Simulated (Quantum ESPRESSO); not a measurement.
Quantum ESPRESSO is run on KCl (Fm-3m, 2 atoms in the cell), and the run fails. The aim is a self-consistent single point with DFT, PBE, plane waves, PSlibrary PAW (PBE, semicore) pseudopotentials.

Cell that was meant: a = 4.5024 Å, b = 4.5024 Å, c = 4.5024 Å, α = 60.00°, β = 60.00°, γ = 60.00°.

Part of the input:

```fortran
ATOMIC_SPECIES
K     39.0983  K.pbe-spn-kjpaw_psl.1.0.0.UPF
Cl    35.4500  Cl.pbe-nl-kjpaw_psl.1.0.0.UPF
ATOMIC_POSITIONS {fractional}
K     0.00000000    0.00000000    0.00000000
Cl    0.50000000    0.50000000    0.50000000
K_POINTS {automatic}
```

Output, abridged:

```
     This program is part of the open-source Quantum ESPRESSO suite
     for quantum simulation of materials; please cite

 %%%%%%%%%%%%%%%%%%%%%%%%%%%%%%%%%%%%%%%%%%%%%%%%%%%%%%%%%%%%%%%%%%%%%%%%%%%%%%
     Error in routine read_cards (1):
     unknown option for ATOMIC_POSITION: ATOMIC_POSITIONS {FRACTIONAL}
 %%%%%%%%%%%%%%%%%%%%%%%%%%%%%%%%%%%%%%%%%%%%%%%%%%%%%%%%%%%%%%%%%%%%%%%%%%%%%%

     stopping ...
```

**Question.** From the messages shown, name the fault and mend the input.

**Answer.** The fault is a value that the program does not know. The key takes a closed list of words, and names differ between codes. To fix it, use one of the words that the key accepts. The program stopped before any SCF iteration.

The sound input it was made from differs as follows (other fixes are possible):
```diff
-ATOMIC_POSITIONS {fractional}
+ATOMIC_POSITIONS {crystal}
```

With that input, the run converged in 9 iterations: free energy E − TS -2620.8926 eV; top of the valence band (on the code's own zero) 0.67 eV; gap on the k-point mesh 5.07 eV; pressure -0.01 GPa (DFT, PBE, plane waves, PSlibrary PAW (PBE, semicore) pseudopotentials).

On the sound input: the starting cell comes from a database of computed structures (which also holds hypothetical and non-ambient phases and stackings), without a prior relaxation at this level. Its lattice was rescaled by a random factor within 2.5 % of one.
